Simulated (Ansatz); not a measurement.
An Ansatz (a quantum-chemistry and plane-wave program) run: WS2 with a change (pressure 15 GPa); PBEsol-D3(BJ) (Ansatz, PAW, scalar-relativistic without spin-orbit coupling).

Input:

Ansatz 0.2 input:
```yaml
crystal:
  lattice:
    - [3.0532607783, 0, 0]
    - [-1.5266303892, 2.6442013984, 0]
    - [0, 0, 11.2197851979]
  atoms:
    - { symbol: W, position: [0.3333333333, 0.6666666667, 0.25] }
    - { symbol: W, position: [0.6666666667, 0.3333333333, 0.75] }
    - { symbol: S, position: [0.3333333333, 0.6666666667, 0.6092207853] }
    - { symbol: S, position: [0.6666666667, 0.3333333333, 0.1092207853] }
    - { symbol: S, position: [0.6666666667, 0.3333333333, 0.3907792147] }
    - { symbol: S, position: [0.3333333333, 0.6666666667, 0.8907792147] }
basis: { ecutwfc: 420, ecutrho_ratio: 4, xc_grid: 2, fft_grid_basis: typed }
kpoints: { mp_grid: { grid: [12, 12, 3] } }
hamiltonian:
  xc: pbesol
  dispersion: d3bj
  pseudopotentials: { kind: paw }
scf: { occupations: { method: fermi_dirac, width: 0.05 } }
relax: { f_tol: 0.01, max_steps: 60, cell: { stress_tol: 0.02, p_target: 15.0 } }
output: { forces: true, stress: true }
checkpoint: { write: state.ck, write_every: 1000 }
```

Output (explanatory and most iteration lines left out):

```
Relaxation: its limit of steps is 60 (relax.max_steps)
Pseudopotential: W, paw, valence charge 14
Pseudopotential: S, paw, valence charge 6
Crystal: 6 atoms, lattice volume = 90.582 Å³
Basis set: ecut = 420 eV, 1765 PW (Γ), exchange–correlation on 48×48×150 points (8 copies of the dense FFT grid, shifted against one another)
Bands: 32, of which v1, the nominal top of the filled ones, is band 26 counted from 1 (25 counted from 0)
Symmetry: 24 space group operations
Space group: P63/mmc (ITA 194), of the structure as read, at distance tolerance 4.5e-5 Å
k-points: 38 of 432
Functional: x = pbesol(κ = 0.804, μ = 0.12345679012345678), c = pbesol(β = 0.046)
SCF iter   1: F=—  HF=-24060.352540 eV  |F-HF|=—  |Δ(HF+E_count)|=         —  Δρ=7.48e-3  dr2=4.20e-2  ethr=1.77e-3  ⟨swp⟩=6.2  Hψ=5731  notcnv=0
SCF iter   2: F=—  HF=-24060.350093 eV  |F-HF|=—  |Δ(HF+E_count)|=   2.45e-3  Δρ=4.19e-3  dr2=1.25e-2  ethr=8.08e-5  ⟨swp⟩=1.8  Hψ=1880  notcnv=0
SCF 1 converged in 6 iterations: F = -24060.350447 eV  dr2 = 3.16e-8
relax step   1: F+E_penalty+E_count = -24060.35044732 eV  Δ(F+E_penalty+E_count) = +0.000e0 eV  max|allowed force component| = 1.708e-4 eV/Å  Δτ_max = 0.0000 Å  P = +8.997 GPa  Ω = 90.582 Å³  (6 SCF iters, dr2 threshold 1.00e-7 eV, accepted)
[... steps on the carried basis left out ...]
relax step   7: F+E_penalty+E_count = -24060.08830239 eV  Δ(F+E_penalty+E_count) = +6.788e-4 eV  max|allowed force component| = 2.460e-4 eV/Å  Δτ_max = 0.0000 Å  P = +14.993 GPa  Ω = 87.045 Å³  stress off target by 9.44e-3 GPa  SCF on the basis re-selected at this cell (its energy is not comparable with the rows above)  (6 SCF iters)
SCF converged after 6 iterations
Free energy (F): -24060.088302 eV
Internal energy: -24060.087338 eV  (E = F + TS)
E sigma→0 (E₀):  -24060.087820 eV
Entropy (-TS):   -0.000965 eV (-0.161 meV/atom)
Fermi energy:    15.791335 eV
  E_disp       = -2.854671  (pairwise vdW)
--- Forces (eV/Å), atoms counted from 1 ---
  atom   1  W     -0.00000000     0.00000000     0.00000000
  atom   2  W      0.00000000    -0.00000000     0.00000000
  atom   3  S      0.00000000     0.00000000     0.00024602
  atom   4  S      0.00000000    -0.00000000     0.00024602
  atom   5  S     -0.00000000    -0.00000000    -0.00024602
  atom   6  S     -0.00000000     0.00000000    -0.00024602
--- Stress (GPa, compression-positive) ---
       14.993663       0.000000      -0.000000
        0.000000      14.993663      -0.000000
       -0.000000      -0.000000      14.990559
  P = ⅓ Tr σ = 14.9926 GPa (149.926 kbar)
--- Relaxed structure (6 steps of the walk, 5 accepted, 1 SCFs on fresh bases) ---
  cell:  # Å, volume = 87.0448 Å³
    - [3.0193808794483585, 2.8547140009874447e-11, 0.0]
    - [-1.509690439748902, 2.614860545289005, 0.0]
    - [0.0, 0.0, 11.024949553921248]
  atoms:
    - { symbol: W, position: [0.33333333333333337, 0.6666666666666667, 0.25] }
    - { symbol: W, position: [0.6666666666666667, 0.3333333333333333, 0.75] }
    - { symbol: S, position: [0.33333333333333337, 0.6666666666666667, 0.6063849059170738] }
    - { symbol: S, position: [0.6666666666666667, 0.3333333333333333, 0.10638490591707388] }
    - { symbol: S, position: [0.6666666666666667, 0.3333333333333333, 0.3936150940829261] }
    - { symbol: S, position: [0.33333333333333337, 0.6666666666666667, 0.893615094082926] }
```

Spin-orbit coupling, missing from the scalar runs, can matter with W. Load acts through the strain it causes; cell and atoms are relaxed under it. Whether these cells are dynamically stable was not tested. Competing high-pressure phases were not computed. The cell was made from WS₂ in the 2H-MoS2 type structure (space group P6_3/mmc, No. 194; layered, stacked along the Cartesian z axis) by this change: pressure 15 GPa.
